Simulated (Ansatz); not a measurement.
**Pb: transverse stress against strain**

Pb (fcc, Fm-3m, 30.031 Å³/atom at rest, cube axes along x, y and z) under a strain ε along a cube axis (axis z), the other axes held. PBEsol in Ansatz, a plane-wave DFT program (PAW, default set), 420 eV, 23×23×23 Γ-centred mesh, Fermi-Dirac smearing 0.10 eV; ions are relaxed within the symmetry of each cell. Stress is positive for a compressed cell.

Here s stands for strain and y for stress xx.

```csv
strain (%),stress xx (GPa)
-1.50,0.66
-1.00,0.43
-0.50,0.21
0.00,-0.01
0.50,-0.22
1.00,-0.42
1.50,-0.62
3.00,?
```

Fit y against s with a straight line, and predict the withheld value at s = 3.00.

Means: s 0, y 0.004. About the means, the sum of products is -2.9850 and the sum of squares of s is 7.0000; the slope is their ratio. Least squares gives y = 0.004 - 0.4264·s. Residuals (row less fit): 0.016, 0.000, -0.007, -0.014, -0.011, 0.002, 0.016; standard error 0.013 (degrees of freedom: 5). The slope gives the elastic constant C12 = 43 ± 0.5 GPa. At the withheld row, y = 0.004 - 0.4264 × 3.0 = -1.275 GPa. The calculation gives -1.17 GPa, 0.105 GPa above the prediction (5.7 % of the range of y in the table). The row lies outside the fitted rows, so this is an extrapolation. From the scatter of the fitted rows alone, a prediction at this place has a standard error of 0.021 GPa, so the miss is 5.0 times that.

One order more, fitted to all 13 runs of the series, follows each within 0.01, so the miss is the next term of a smooth law. In a metal these values are sensitive to mesh and smearing; energies are taken to zero smearing, stresses follow the free energy. Rows are the converged runs of the series near zero and its far end; series whose fitted rows scatter by over a few per cent of the range, as at a crossing or softening among them, aren't shown in this form. Most that stay on the fit to the last digits aren't either.
